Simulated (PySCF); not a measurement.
PySCF 2.14.0, unrestricted BP86/def2-svp, df: W(F)4(OH) ([OH][W]([F])([F])([F])[F]), charge 0, multiplicity 2, 7 atoms. The geometry is a generated start, not checked to be a minimum at this level.

| Item | Value |
|---|---|
| task | energy |
| method | bp86 |
| basis | def2-svp |
| two-electron scheme | density fitting |
| mol.max_memory | 3000 MB |
| mf.max_cycle | 100 |
| mf.init_guess | minao (default) |
| mf.DIIS | CDIIS (default) |
| mf.conv_tol | 1e-09 (default) |
| mf.grids.level | 3 (default) |
| effective core potentials | those of the basis set, past Kr |
| basis functions | 107 |
| grid points | 105248 |

```xyz
7

W     -0.0448    -0.3702    -0.0405
F      1.5357    -1.2259    -0.4555
F     -1.1996     0.2310     1.4045
F     -1.6514     0.1866    -0.9854
F     -0.7322    -2.0703    -0.0906
O      0.8476     1.1861     0.0273
H      1.2447     2.0626     0.1403
```

Charge 0 and multiplicity 2 are set for this test and not shown to be the ground state.

One run each on 2 threads, 1 BLAS thread. Values of diis_space tried: 3, 5, 8 (default), 12, 20.

**Question.** Which value of diis_space needs the fewest Fock builds, and what happens away from it?

**Answer.** Fewest Fock builds, within one of each other: 8 (default) with 16, 12 with 16, 20 with 16. The count rises to 20 at 5. The run ends without SCF convergence in 100 cycles at 3.

```tsv
diis_space	Fock builds	end
3	101	no convergence
5	20	same solution
8 (default)	16	same solution
12	16	same solution
20	16	same solution
```
